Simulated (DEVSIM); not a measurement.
Structure: abrupt GaAs p-n junction, at 250 K.

Layer 1 from the left is GaAs, thickness (μm) 0.390, Na (cm⁻³) 2.4e16, τn (s) 2e-9, τp (s) 2e-9. Layer 2 from the left is GaAs, thickness (μm) 230, Nd (cm⁻³) 2.8e15, τn (s) 2e-9, τp (s) 2e-9.

Left contact: ohmic. Right contact: ohmic. Voltage is applied to the left contact. Recombination: SRH at mid-gap, radiative, Auger. Mobility is constant in doping.

Constants are typed, rounded textbook-type inputs, not results; the design itself was drawn at random and stands for no fabricated device. Values at 300 K; Nc and Nv go as T^1.5, mobilities as T to minus their exponent, the gap by Varshni's rule with the affinity fixed.

GaAs: gap (eV) 1.424, affinity (eV) 4.07, permittivity 12.9, Nc (cm⁻³) 4.7e17, Nv (cm⁻³) 9e18, μn (cm²/Vs) 8500, μp (cm²/Vs) 400, T exponent of μn 2.1, T exponent of μp 2.2, B (cm³/s) 2e-10, Cn (cm⁶/s) 1e-30, Cp (cm⁶/s) 1e-30, Varshni α (eV/K) 0.000541, Varshni β (K) 204.

Problem. Estimate by hand the built-in potential, the peak field at zero bias, the capacitance at -6 V, and compare with a numerical solution.

Solution. 
- Built-in potential: ni = √(Nc Nv) exp(−Eg/2kT) = 4150 cm⁻³ with Eg = 1.446 eV; Vbi = kT/q ln(Na Nd/ni²) = 1.220 V; numerical 1.220 V.
- Peak field at zero bias: depletion approximation: W = √(2εVbi/(qN)) = 0.833 μm with N = 2.51e15 cm⁻³; field = 2Vbi/W = 29300 V/cm; numerical 28800 V/cm (estimate above by 1.8 %).
- Capacitance at -6 V: C = √(qεN / 2(Vbi + |V|)) = 5.64 nF/cm²; numerical 5.65 nF/cm².

Model (solved in DEVSIM): 1D drift-diffusion, Boltzmann statistics, complete ionisation; no tunnelling, impact ionisation, image-force lowering or self-heating.
